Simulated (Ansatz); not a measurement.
An Ansatz (a program for electronic structure) run: NiGe with a change (pressure 3 GPa); DFT with PBE, PAW potentials and a 420 eV plane-wave cutoff in Ansatz, no spin-orbit coupling, earlier PAW set.

Input:

Ansatz 0.2 input:
```yaml
crystal:
  lattice:
    - [5.4079014966, 0, 0]
    - [0, 3.4734965727, 0]
    - [0, 0, 5.8468462574]
  atoms:
    - { symbol: Ni, position: [0.505606968, 0.25, 0.6902550703] }
    - { symbol: Ni, position: [0.005606968, 0.25, 0.8097449297] }
    - { symbol: Ni, position: [0.494393032, 0.75, 0.3097449297] }
    - { symbol: Ni, position: [0.994393032, 0.75, 0.1902550703] }
    - { symbol: Ge, position: [0.6899183172, 0.25, 0.086953204] }
    - { symbol: Ge, position: [0.1899183172, 0.25, 0.413046796] }
    - { symbol: Ge, position: [0.3100816828, 0.75, 0.913046796] }
    - { symbol: Ge, position: [0.8100816828, 0.75, 0.586953204] }
basis: { ecutwfc: 420, ecutrho_ratio: 4, xc_grid: 2, fft_grid_basis: typed }
kpoints: { mp_grid: { grid: [9, 13, 8] } }
hamiltonian:
  xc: pbe
  dispersion: none
  pseudopotentials: { azcp: { folder: ./paw }, kind: paw }
scf: { occupations: { method: fermi_dirac, width: 0.05 } }
relax: { f_tol: 0.01, max_steps: 60, cell: { stress_tol: 0.02, p_target: 3.0 } }
output: { forces: true, stress: true }
checkpoint: { write: state.ck, write_every: 1000 }
```

Output (explanatory and most iteration lines left out):

```
Relaxation: its limit of steps is 60 (relax.max_steps)
Pseudopotential: Ni, paw, valence charge 18
Pseudopotential: Ge, paw, valence charge 14
Crystal: 8 atoms, lattice volume = 109.829 Å³
Basis set: ecut = 420 eV, 2151 PW (Γ), exchange–correlation on 80×48×80 points (8 copies of the dense FFT grid, shifted against one another)
Bands: 77, of which v1, the nominal top of the filled ones, is band 64 counted from 1 (63 counted from 0)
Symmetry: 8 space group operations
Space group: Pnma (ITA 62), of the structure as read, at distance tolerance 4.8e-5 Å
k-points: 175 of 936
Functional: x = pbe(κ = 0.804, μ = 0.2195149727645171), c = pbe(β = 0.06672455060314922)
SCF iter   1: F=—  HF=-40545.974613 eV  |F-HF|=—  |Δ(HF+E_count)|=         —  Δρ=1.76e-1  dr2=3.05e1  ethr=3.10e-3  ⟨swp⟩=5.4  Hψ=42362  notcnv=0  defer=152
SCF iter   2: F=—  HF=-40542.446934 eV  |F-HF|=—  |Δ(HF+E_count)|=    3.53e0  Δρ=4.55e-2  dr2=4.04e0  ethr=3.10e-3  ⟨swp⟩=3.4  Hψ=25272  notcnv=0  defer=811
SCF 1 converged in 10 iterations: F = -40541.305440 eV  dr2 = 7.66e-8
relax step   1: F+E_penalty+E_count = -40541.30543973 eV  Δ(F+E_penalty+E_count) = +0.000e0 eV  max|allowed force component| = 3.144e-3 eV/Å  Δτ_max = 0.0000 Å  P = -0.006 GPa  Ω = 109.829 Å³  (10 SCF iters, dr2 threshold 1.00e-7 eV, accepted)
[... steps on the carried basis left out ...]
relax step   5: F+E_penalty+E_count = -40541.28403139 eV  Δ(F+E_penalty+E_count) = +1.243e-3 eV  max|allowed force component| = 2.392e-3 eV/Å  Δτ_max = 0.0000 Å  P = +3.009 GPa  Ω = 107.484 Å³  stress off target by 1.73e-2 GPa  SCF on the basis re-selected at this cell (its energy is not comparable with the rows above)  (8 SCF iters)
SCF converged after 8 iterations
Free energy (F): -40541.284031 eV
Internal energy: -40541.264793 eV  (E = F + TS)
E sigma→0 (E₀):  -40541.274412 eV
Entropy (-TS):   -0.019238 eV (-2.405 meV/atom)
Fermi energy:    15.355228 eV
--- Forces (eV/Å), atoms counted from 1 ---
  atom   1  Ni    -0.00065800     0.00000000    -0.00060131
  atom   2  Ni    -0.00065800     0.00000000     0.00060131
  atom   3  Ni     0.00065800     0.00000000     0.00060131
  atom   4  Ni     0.00065800     0.00000000    -0.00060131
  atom   5  Ge    -0.00002285    -0.00000000     0.00239182
  atom   6  Ge    -0.00002285     0.00000000    -0.00239182
  atom   7  Ge     0.00002285    -0.00000000    -0.00239182
  atom   8  Ge     0.00002285    -0.00000000     0.00239182
--- Stress (GPa, compression-positive) ---
        3.003052       0.000000       0.000000
        0.000000       3.017271       0.000000
        0.000000       0.000000       3.006352
  P = ⅓ Tr σ = 3.0089 GPa (30.089 kbar)
--- Relaxed structure (4 steps of the walk, 4 accepted, 1 SCFs on fresh bases) ---
  cell:  # Å, volume = 107.4845 Å³
    - [5.375109541768148, 0.0, 0.0]
    - [0.0, 3.455698781594539, 0.0]
    - [0.0, 0.0, 5.786587006718914]
  atoms:
    - { symbol: Ni, position: [0.5066605478695739, 0.24999999999999997, 0.6888975561789707] }
    - { symbol: Ni, position: [0.006660547869573833, 0.24999999999999997, 0.8111024438210289] }
    - { symbol: Ni, position: [0.4933394521304262, 0.7499999999999999, 0.31110244382102914] }
    - { symbol: Ni, position: [0.9933394521304262, 0.7499999999999999, 0.18889755617897075] }
    - { symbol: Ge, position: [0.6884988506673312, 0.24999999999999997, 0.08766255408857705] }
    - { symbol: Ge, position: [0.18849885066733124, 0.24999999999999997, 0.41233744591142285] }
    - { symbol: Ge, position: [0.3115011493326687, 0.7499999999999999, 0.9123374459114229] }
    - { symbol: Ge, position: [0.8115011493326687, 0.7499999999999999, 0.5876625540885768] }
```

Load acts through the strain it causes; cell and atoms are relaxed under it. No phonon test of stability was made. All final runs are without spin polarisation. The cell was made from NiGe (space group Pnma, No. 62; non-magnetic) by this change: pressure 3 GPa.
